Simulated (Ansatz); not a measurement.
## Response to strain in HfO2

Base system: HfO2 in the fluorite structure (space group Fm-3m, No. 225).

```cif
data_HfO2
_chemical_formula_sum 'Hf1 O2'
_space_group_name_H-M_alt 'P 1'
_space_group_IT_number 1
_cell_length_a 3.56648
_cell_length_b 3.56648
_cell_length_c 3.56648
_cell_angle_alpha 60.000
_cell_angle_beta 60.000
_cell_angle_gamma 60.000
loop_
_space_group_symop_operation_xyz
  'x, y, z'
loop_
_atom_site_label
_atom_site_type_symbol
_atom_site_fract_x
_atom_site_fract_y
_atom_site_fract_z
_atom_site_occupancy
Hf1 Hf 0.00000 0.00000 0.00000 1
O1 O 0.25000 0.25000 0.25000 1
O2 O 0.75000 0.75000 0.75000 1
```

Strains are applied to the cell and any free atomic positions relax.

Calculations: PBEsol/PAW in Ansatz (a program for electronic structure), no spin-orbit coupling.

Notes on the quantities. energy relative to the base: free energy F.

| variant | band gap | width of the top valence band | energy relative to the base | shortest interatomic distance |
|---|---|---|---|---|
| base | 3.69 eV | 1.88 eV | 0 meV/atom | 2.184 Å |
| isotropic strain −3.00 % | 3.89 eV | 1.98 eV | +79 meV/atom | 2.118 Å |
| isotropic strain −2.50 % | 3.86 eV | 1.96 eV | +54 meV/atom | 2.129 Å |
| isotropic strain −2.00 % | 3.82 eV | 1.95 eV | +34 meV/atom | 2.140 Å |
| isotropic strain −1.50 % | 3.79 eV | 1.93 eV | +19 meV/atom | 2.151 Å |
| isotropic strain −1.00 % | 3.75 eV | 1.92 eV | +8.2 meV/atom | 2.162 Å |
| isotropic strain −0.50 % | (withheld) | 1.90 eV | (withheld) | 2.173 Å |
| isotropic strain +1.00 % | 3.62 eV | 1.84 eV | +7.7 meV/atom | 2.206 Å |
| isotropic strain +1.50 % | 3.58 eV | 1.83 eV | +17 meV/atom | 2.217 Å |
| isotropic strain +3.00 % | 3.48 eV | 1.77 eV | +65 meV/atom | 2.250 Å |

### Question
Some entries are withheld; estimate them.

### Answer

- isotropic strain −0.50 %, band gap: 3.72 eV
- isotropic strain −0.50 %, energy relative to the base: +2.1 meV/atom

With Hf present, leaving out spin-orbit coupling can change the band edges. Whether these cells are dynamically stable was not tested. This is not the structure that HfO2 has at room temperature and ambient pressure.
